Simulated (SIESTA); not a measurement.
SIESTA 5.4.2, DFT, PBE, numerical atomic orbitals DZP, PseudoDojo PBE standard norm-conserving (rewritten from UPF to PSML): fcc Cu, atoms displaced (Cu8), 8 atoms. Basis and mesh were picked for this test and aren't claimed converged.

cell: 7.23, 3.62, 3.62 Å; 90, 90, 90°
distance to the nearest atom: 2.47 to 2.52 Å
task: scf
k mesh: 3×6×6
PAO.BasisSize: DZP
PAO.EnergyShift: 0.01 Ry
MeshCutoff: 300 Ry
ElectronicTemperature: 1000 K
MaxSCFIterations: 200
SCF.Mixer.Method: Pulay
SCF.Mixer.Weight: 0.1
SCF.Mixer.History: 6
SCF.DM.Tolerance: 0.0001
Diag.ParallelOverK: true
SolutionMethod: diagon (default)
Diag.Algorithm: Divide-and-Conquer (default)
SCF.Mix: Hamiltonian (default)
SCF.H.Tolerance: 0.001 eV (default)
SCF.Mixer.Variant: stable (default)
k-points: 65
basis orbitals: 152
electrons: 152
real-space mesh: 80×40×40

It runs on a single node (AMD EPYC (Zen 5), 96 cores on 1 socket, no SMT, 12 L3 cache groups; 94 cores' worth of CPU time may be used).

Each time is the median wall time of two to five repeats, run one at a time on the otherwise empty machine; start-up is included. Processes are pinned to neighbouring cores unless said otherwise. Build: conda-forge: Open MPI, OpenBLAS, ScaLAPACK, ELSI, no OpenMP. Other compilers and libraries give other times. Scratch files lie in a memory file system.

Started as
```bash
OMP_NUM_THREADS=1 mpirun -np 16 siesta input.fdf
```
(16 ranks, SCF.Mixer.Method = Pulay) it takes 2.6 s and 13 SCF iterations.

What happens to the run time with SCF.Mixer.Method = linear?

About 7.6 s (2 runs within 1 %): 3.0× as long. The largest move is in solving for the density matrix (compute_dm): 1.0 s to 4.6 s. Most of it follows the count of iterations, 13 against 58. Change in the result: energy under 0.001 meV/atom, forces (largest component) 0.13 meV/Å, pressure 0.0048 GPa.
